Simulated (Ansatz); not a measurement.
Results of PBEsol+SOC in Ansatz (plane waves, PAW) for cubic perovskite CsHgCl3.

Run with plane-wave cutoff 520 eV, 10×10×10 k mesh, Fermi–Dirac smearing 0.05 eV, PAW data made under PBE.

Computed points:

```tsv
V (Å³/atom)	E − E_lowest (meV/atom)	P (GPa)
27.314	13.68	2.607
27.896	5.99	1.653
28.477	1.55	0.809
29.058	0.00	0.063
29.639	0.99	-0.596
30.220	4.23	-1.178
30.801	9.45	-1.691
```

### Question
Estimate the bulk modulus from the pressures at 28.477 and 29.639 Å³/atom, and compare it with a fit to all energies.

### Answer
B = −V dP/dV. Between V = 28.477 and 29.639 Å³/atom, dP/dV = (-0.596 − (0.809))/(29.639 − 28.477) = -1.21 GPa per Å³/atom; at the midpoint 29.058 Å³/atom this gives B ≈ 35.1 GPa. The third-order Birch–Murnaghan fit gives V0 = 29.111 Å³/atom, B0 = 34.7 GPa, B′ = 5.2, which lies 1 % below that estimate.

Measured, for comparison: equilibrium volume per atom 31.67 Å³/atom (temperature not stated, no zero-point or thermal correction; as tabulated in Moreira and Dias (2007), arXiv:cond-mat/0703451). Computed (rounded) less measured: equilibrium volume per atom -8.1 %. For the largest miss, another phase or state or a fault of the measured value is possible beside the level's own.

Note: the relaxation could not lower the start's symmetry, so the cell can be a saddle point above a distorted one; the volume lies 10 % below that of the published cell.

Static lattice: no zero-point or thermal effects.

The result took about 19 core-minutes (a rough figure).

Ansatz is a first-principles code.
